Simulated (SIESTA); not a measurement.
SIESTA run on BaZrO₃ (Pm-3m, 5 atoms in the cell): self-consistent single point

Computed with GGA PBE, numerical atomic orbitals DZP, PseudoDojo PBE standard norm-conserving potentials (rewritten from UPF to PSML) in SIESTA.

This input was run:

```
# files in the folder: Ba.psml Zr.psml O.psml (PseudoDojo PBE standard)
SystemName  BaZrO3
SystemLabel bazro3

NumberOfAtoms                5
NumberOfSpecies              3
%block ChemicalSpeciesLabel
  1 56 Ba
  2 40 Zr
  3 8 O
%endblock ChemicalSpeciesLabel
LatticeConstant              1.0 Ang
%block LatticeVectors
     4.190000000    0.000000000    0.000000000
     0.000000000    4.190000000    0.000000000
     0.000000000    0.000000000    4.190000000
%endblock LatticeVectors
AtomicCoordinatesFormat      Ang
%block AtomicCoordinatesAndAtomicSpecies
     0.000000000    0.000000000    0.000000000  1
     2.095000000    2.095000000    2.095000000  2
     2.095000000    0.000000000    2.095000000  3
     0.000000000    2.095000000    2.095000000  3
     2.095000000    2.095000000    0.000000000  3
%endblock AtomicCoordinatesAndAtomicSpecies

XC.functional                GGA
XC.authors                   PBE
PAO.BasisSize                DZP
PAO.EnergyShift              0.01 Ry
MeshCutoff                   300 Ry
%block kgrid.MonkhorstPack
    8   0   0  0.0
    0   8   0  0.0
    0   0   8  0.0
%endblock kgrid.MonkhorstPack
OccupationFunction           FD
ElectronicTemperature        0.02 eV

MaxSCFIterations             150
SCF.Mixer.Method             Pulay
SCF.Mixer.Weight             0.25
SCF.Mixer.History            6
SCF.DM.Tolerance             1.0E-05
Diag.ParallelOverK           true
WriteForces                  true
Charge.Mulliken              end
```

The program printed (abridged):

```
reinit: Reading from file input.fdf

reinit: System Name: BaZrO3
reinit: System Label: bazro3

coor:   Atomic-coordinates input format  =     Cartesian coordinates
coor:                                          (in Angstroms)

siesta: Atomic coordinates (Bohr) and species
siesta:      0.00000   0.00000   0.00000  1        1
siesta:      3.95898   3.95898   3.95898  2        2
siesta:      3.95898   0.00000   3.95898  3        3
siesta:      0.00000   3.95898   3.95898  3        4
siesta:      3.95898   3.95898   0.00000  3        5

siesta: System type = bulk

initatomlists: Number of atoms, orbitals, and projectors:      5    67    75

siesta: ******************** Simulation parameters ****************************
redata: Spin configuration                          = none
redata: Time-Reversal Symmetry                      = T
redata: Number of Atomic Species                    =        3
redata: Mesh Cutoff                                 =   300.0000 Ry
redata: Net charge of the system                    =     0.0000 |e|
redata: Min. number of SCF Iter                     =        0
redata: Max. number of SCF Iter                     =      150
redata: SCF convergence failure will abort job
redata: SCF mix quantity                            = Hamiltonian
redata: Mix DM or H after convergence               =   F
redata: Recompute H after scf cycle                 =   F
redata: Mix DM in first SCF step                    =   T
redata: No kicks to SCF
redata: DM Mixing Weight for Kicks                  =     0.5000
redata: Require Harris convergence for SCF          =   F
redata: Harris energy tolerance for SCF             =     0.000100 eV
redata: Require DM convergence for SCF              =   T
redata: DM tolerance for SCF                        =     0.000010
redata: Require EDM convergence for SCF             =   F
redata: EDM tolerance for SCF                       =     0.001000 eV
   [... lines left out ...]
diag: Parallel distribution                         =     1 x     1
diag: Used triangular part                          = Lower
diag: Absolute tolerance                            =  0.100E-15
diag: Orthogonalization factor                      =  0.100E-05
diag: Memory factor                                 =  1.0000

superc: Internal auxiliary supercell:     5 x     5 x     5  =     125
superc: Number of atoms, orbitals, and projectors:    625   8375   9375

                        Single-point calculation

superc: Internal auxiliary supercell:     5 x     5 x     5  =     125
superc: Number of atoms, orbitals, and projectors:    625   8375   9375

outcell: Unit cell vectors (Ang):
        4.190000    0.000000    0.000000
        0.000000    4.190000    0.000000
        0.000000    0.000000    4.190000

outcell: Cell vector modules (Ang)   :    4.190000    4.190000    4.190000
outcell: Cell angles (23,13,12) (deg):     90.0000     90.0000     90.0000
outcell: Cell volume (Ang**3)        :     73.5601
new_DM -- step:     1
Initializing Density Matrix...

Attempting to read DM from file... Failed...
DM filled with atomic data:

InitMesh: MESH = 48 x 48 x 48 = 110592
InitMesh: Mesh cutoff (required, used) =   300.000   362.707 Ry

stepf: Fermi-Dirac step function
        iscf     Eharris(eV)        E_KS(eV)     FreeEng(eV)     dDmax    Ef(eV) dHmax(eV)
   scf:    1    -3464.420272    -3487.611432    -3487.611432  1.409537 -6.271255  9.174695
   scf:    2    -3499.014039    -3494.837812    -3494.837812  0.501660 -6.147326  2.392309
   scf:    3    -3495.411088    -3495.317586    -3495.317586  0.189967 -5.036385  0.814056
   scf:    4    -3495.353651    -3495.341417    -3495.341417  0.026815 -5.118841  0.455809
   scf:    5    -3495.348216    -3495.348098    -3495.348098  0.043300 -5.332264  0.172938
   scf:    6    -3495.349034    -3495.349709    -3495.349709  0.003767 -5.223199  0.070599
   scf:    7    -3495.349714    -3495.349711    -3495.349711  0.000436 -5.224185  0.068711
   scf:    8    -3495.349984    -3495.349938    -3495.349938  0.001292 -5.256219  0.006498
   scf:    9    -3495.349941    -3495.349940    -3495.349940  0.000109 -5.253339  0.000133
   scf:   10    -3495.349940    -3495.349940    -3495.349940  0.000020 -5.253285  0.000007
   scf:   11    -3495.349940    -3495.349940    -3495.349940  0.000003 -5.253291  0.000003
SCF Convergence by DM+H criterion
max |DM_out - DM_in|         :     0.0000030449
max |H_out - H_in|      (eV) :     0.0000033459
SCF cycle converged after 11 iterations

Using DM_out to compute the final energy and forces

siesta: E_KS(eV) =            -3495.3499

siesta: E_KS - E_eggbox =     -3495.3499

siesta: Atomic forces (eV/Ang):
     1    0.000000    0.000000   -0.000000
     2    0.000000   -0.000000   -0.000000
     3   -0.000000    0.000000   -0.000000
     4   -0.000000   -0.000000   -0.000000
     5   -0.000000    0.000000    0.000000
   Tot   -0.000000   -0.000000   -0.000000
   Max    0.000000
   Res    0.000000    sqrt( Sum f_i^2 / 3N )
   Max    0.000000    constrained

Stress tensor Voigt[x,y,z,yz,xz,xy] (kbar):      -72.14      -72.14      -72.14       -0.00        0.00        0.00
(Free)E + p*V (eV/cell)    -3492.0377
Target enthalpy (eV/cell)    -3495.3499

siesta: Program's energy decomposition (eV):
siesta: Ebs     =      -793.868906
siesta: Eions   =      5299.526460
siesta: Ena     =      1053.584267
siesta: Ekin    =      1484.786274
siesta: Enl     =        37.680826
siesta: Eso     =         0.000000
siesta: Edftu   =         0.000000
siesta: DEna    =        23.901158
siesta: DUscf   =         2.318897
siesta: DUext   =         0.000000
siesta: Ex      =      -740.972582
siesta: Ec      =       -57.122320
siesta: Exc     =      -798.094902
siesta: Eharris =     -3495.349940
siesta: Etot    =     -3495.349940
siesta: FreeEng =     -3495.349940

siesta: Stress tensor (static) (eV/Ang**3):
siesta:    -0.045027    0.000000   -0.000000
siesta:     0.000000   -0.045027   -0.000000
siesta:     0.000000   -0.000000   -0.045027

siesta: Cell volume =         73.560059 Ang**3

siesta: Pressure (static):
siesta:                Solid            Molecule  Units
siesta:           0.00049041          0.00049041  Ry/Bohr**3
siesta:           0.04502722          0.04502722  eV/Ang**3
siesta:          72.14155181         72.14155181  kBar

mulliken: Atomic and Orbital Populations:

Species: Ba
Atom  Qatom  Qorb
               5s      6s      6s      5py     5pz     5px     6py     6pz
               6px
   1  8.532   1.876   0.364  -0.042   1.893   1.893   1.893   0.218   0.218
              0.218

Species: Zr
Atom  Qatom  Qorb
               4s      5s      5s      4py     4pz     4px     5py     5pz
               5px     4dxy    4dyz    4dz2    4dxz    4dx2-y2 4dxy    4dyz
               4dz2    4dxz    4dx2-y2
   2 11.626   1.921   0.629  -0.044   1.979   1.979   1.979   0.331   0.331
              0.331   0.407   0.407   0.500   0.407   0.500  -0.041  -0.041

              0.046  -0.041   0.046

Species: O
Atom  Qatom  Qorb
               2s      2s      2py     2pz     2px     2py     2pz     2px
               3Pdxy   3Pdyz   3Pdz2   3Pdxz   3Pdx2-y2
   3  6.614   1.685   0.042   1.659   1.846   1.846  -0.081  -0.201  -0.201
              0.003   0.003   0.003   0.003   0.005
   4  6.614   1.685   0.042   1.846   1.846   1.659  -0.201  -0.201  -0.081
              0.003   0.003   0.003   0.003   0.005
   5  6.614   1.685   0.042   1.846   1.659   1.846  -0.201  -0.081  -0.201
              0.003   0.003   0.006   0.003   0.002

mulliken: Qtot =       40.000

Mulliken Atomic Populations:
Atom #   charge [q] valence [e]  Species
     1     1.468096    8.531904  Ba
     2     0.373812   11.626188  Zr
     3    -0.613969    6.613969  O
     4    -0.613969    6.613969  O
     5    -0.613969    6.613969  O
 Total     0.000000
```

The run converged in 11 iterations.

The starting cell has typed, rounded lattice constants, without a prior relaxation at this level. Values carry the incompleteness of an atom-centred basis. With a pressure of about 7 GPa the cell is away from its equilibrium volume at this level.

Cost on one core of a shared machine: roughly 40 s.
